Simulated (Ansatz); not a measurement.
Consider KZnF3 in the cubic perovskite structure (space group Pm-3m, No. 221).

```cif
data_F3KZn
_chemical_formula_sum 'K1 Zn1 F3'
_space_group_name_H-M_alt 'P 1'
_space_group_IT_number 1
_cell_length_a 4.12746
_cell_length_b 4.12746
_cell_length_c 4.12746
_cell_angle_alpha 90.000
_cell_angle_beta 90.000
_cell_angle_gamma 90.000
loop_
_space_group_symop_operation_xyz
  'x, y, z'
loop_
_atom_site_label
_atom_site_type_symbol
_atom_site_fract_x
_atom_site_fract_y
_atom_site_fract_z
_atom_site_occupancy
K1 K 0.00000 0.00000 0.00000 1
Zn1 Zn 0.50000 0.50000 0.50000 1
F1 F 0.50000 0.00000 0.50000 1
F2 F 0.00000 0.50000 0.50000 1
F3 F 0.50000 0.50000 0.00000 1
```

Computed with Kohn–Sham DFT with the PBE functional, run in Ansatz (a first-principles code) with PAW and 420 eV plane waves, scalar-relativistic without spin-orbit coupling.

Before the change:

| Quantity | Value |
|---|---|
| Smallest direct gap | 5.22 eV |
| Pressure | 0.01 GPa |

Perturbation: the cell is scaled by 1.0240 in all directions; the atoms relax in the strained cell.

Question: What happens to the smallest direct gap?

Answer: The smallest direct gap drops by 0.54 eV (5.22 eV → 4.68 eV).

Question: What does the calculation give for the pressure after the change?

Answer: The pressure shrinks by 4.22 GPa to -4.21 GPa.

Stability against distortions was not tested. Many cubic perovskites are stable only at high temperature; tilts and polar distortions were not tested.
